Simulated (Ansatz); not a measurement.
# Phonons of LiH in the rock salt structure at temperature

Method: the stochastic self-consistent harmonic approximation in a 3×3×3 supercell, PBE in Ansatz (a quantum-chemistry and plane-wave program). The cell is fixed at its relaxed static size. Melting and transitions to other phases are not modelled. An odd repeat of the supercell leaves out some zone-boundary points, where instabilities often lie. Frequencies in cm⁻¹ at q = (0.00, 0.33, 0.67) (fractions of the primitive reciprocal vectors), each column in ascending order, rows equal in every column written once; i marks an imaginary mode. The auxiliary (Gaussian) frequencies are positive by construction; the free-energy Hessian decides stability.

```json
[
 {"harmonic": "294", "Gaussian 300 K": "313", "Hessian 300 K": "297", "Gaussian 600 K": "318", "Hessian 600 K": "291"},
 {"harmonic": "373", "Gaussian 300 K": "391", "Hessian 300 K": "381", "Gaussian 600 K": "398", "Hessian 600 K": "380"},
 {"harmonic": "415", "Gaussian 300 K": "428", "Hessian 300 K": "416", "Gaussian 600 K": "434", "Hessian 600 K": "413"},
 {"harmonic": "800", "Gaussian 300 K": "836", "Hessian 300 K": "799", "Gaussian 600 K": "849", "Hessian 600 K": "784"},
 {"harmonic": "936", "Gaussian 300 K": "966", "Hessian 300 K": "944", "Gaussian 600 K": "977", "Hessian 600 K": "937"},
 {"harmonic": "971", "Gaussian 300 K": "997", "Hessian 300 K": "969", "Gaussian 600 K": "1006", "Hessian 600 K": "958"}
]
```

```yaml
pressure at 300 K in this cell: 2.55 ± 0.03 GPa
pressure at 600 K in this cell: 3.55 ± 0.03 GPa
pressure near 300 K by path-integral sampling of the fitted surface: 2.58 GPa
pressure near 600 K by path-integral sampling of the fitted surface: 3.69 GPa
static_pressure: 0.00 GPa
largest statistical error of the Hessian column at 300 K: 1.7 cm⁻¹
largest statistical error of the Hessian column at 600 K: 11.8 cm⁻¹
```

Over all wave vectors of the supercell the softest harmonic mode is 240 cm⁻¹ at q = (0.00, 0.00, 0.33); the softest of the Hessian is 239 cm⁻¹ at q = (0.00, 0.00, 0.33) at 300 K (error under 1; the run's verdict: stable), 234 cm⁻¹ at q = (0.00, 0.00, 0.33) at 600 K (error 8; the run's verdict: stable).
